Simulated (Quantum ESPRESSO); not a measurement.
A self-consistent single point of Mg15W (P-6m2, 16 atoms in the cell) with Quantum ESPRESSO.

Method: BLYP, SSSP 1.1.2 efficiency (PBE) pseudopotentials (plane waves; Quantum ESPRESSO 7.5).

```
Mg15W
1.0
    6.29648     0.00000     0.00000
   -3.14824     5.45291     0.00000
    0.00000     0.00000    10.06286
Mg W
15 1
Direct
  0.00000   0.00000   0.50000
  0.00008   0.50004   0.00000
  0.49996   0.99992   0.00000
  0.49996   0.50004   0.00000
  0.00195   0.50097   0.50000
  0.49902   0.99805   0.50000
  0.49902   0.50097   0.50000
  0.16064   0.32127   0.75910
  0.16064   0.83937   0.24090
  0.67873   0.83937   0.75910
  0.16064   0.32127   0.24090
  0.16064   0.83937   0.75910
  0.67873   0.83937   0.24090
  0.66667   0.33333   0.74769
  0.66667   0.33333   0.25231
  0.00000   0.00000   0.00000
```

Reference input (self-consistent single point, DFT, PBEsol, plane waves, SSSP 1.1.2 efficiency (PBE) pseudopotentials): ecutwfc = 40 Ry; ecutrho = 320 Ry; occupations = smearing; smearing = fd; degauss = 0.0073499 Ry; input_dft = pbesol; potentials = {Mg: Mg.pbe-n-kjpaw_psl.0.3.0.UPF, W: W_pbe_v1.2.uspp.F.UPF}; K_POINTS = automatic 4 4 3 0 0 0; conv_thr = 1e-10 Ry. This run's input differs from it in these lines:

```diff
@@ -18,3 +18,3 @@
    degauss = 0.0073499
-   input_dft = 'pbesol'
+   input_dft = 'blyp'
 /
```

Output, abridged:

```
     Self-consistent Calculation

     iteration #  1     ecut=    40.00 Ry     beta= 0.70

     negative rho (up, down):  6.919E-02 0.000E+00

     total energy              =    -664.00464269 Ry
     estimated scf accuracy    <       2.70928454 Ry

     iteration #  2     ecut=    40.00 Ry     beta= 0.70

     negative rho (up, down):  6.784E-02 0.000E+00

     total energy              =    -663.00209007 Ry
     estimated scf accuracy    <      56.44105789 Ry

     iteration #  3     ecut=    40.00 Ry     beta= 0.70

     negative rho (up, down):  6.695E-02 0.000E+00

     total energy              =    -665.83085171 Ry
     estimated scf accuracy    <       7.15524654 Ry

   [... 18 blocks of this kind left out ...]

     iteration # 22     ecut=    40.00 Ry     beta= 0.70

     negative rho (up, down):  6.592E-02 0.000E+00

     total energy              =    -666.16322449 Ry
     estimated scf accuracy    <          5.6E-10 Ry

     iteration # 23     ecut=    40.00 Ry     beta= 0.70

     negative rho (up, down):  6.592E-02 0.000E+00
     End of self-consistent calculation

     the Fermi energy is     5.0246 ev

!    total energy              =    -666.16322449 Ry
     estimated scf accuracy    <          4.0E-11 Ry
     smearing contrib. (-TS)   =      -0.02113236 Ry
     internal energy E=F+TS    =    -666.14209214 Ry

     convergence has been achieved in  23 iterations

     negative rho (up, down):  6.592E-02 0.000E+00

     Forces acting on atoms (cartesian axes, Ry/au):

     atom    1 type  1   force =     0.00000000   -0.00000000    0.00000000
     atom    2 type  1   force =    -0.00225654   -0.00130282    0.00000000
     atom    3 type  1   force =    -0.00000000    0.00260563    0.00000000
     atom    4 type  1   force =     0.00225654   -0.00130282   -0.00000000
     atom    5 type  1   force =     0.00152988    0.00088328    0.00000000
   [... lines left out ...]
     Total force =     0.008813     Total SCF correction =     0.000005
   [... lines left out ...]

     negative rho (up, down):  6.592E-02 0.000E+00
          total   stress  (Ry/bohr**3)                   (kbar)     P=        7.41
   0.00006941   0.00000000  -0.00000000           10.21        0.00       -0.00
   0.00000000   0.00006941   0.00000000            0.00       10.21        0.00
   0.00000000  -0.00000000   0.00001233            0.00       -0.00        1.81

   JOB DONE.
```

The run converged in 23 iterations. Against the reference run the pressure goes from -1.07 to 0.74 GPa and the largest force goes from 0.101 to 0.071 eV/Å. The full log also holds: “c_bands:  1 eigenvalues not converged”.

The starting cell comes from a database of computed structures (which also holds hypothetical and non-ambient phases and stackings), without a prior relaxation at this level. Spin-orbit coupling is off. Spin polarisation is off.

Cost on one core of a shared machine: roughly 6 min.
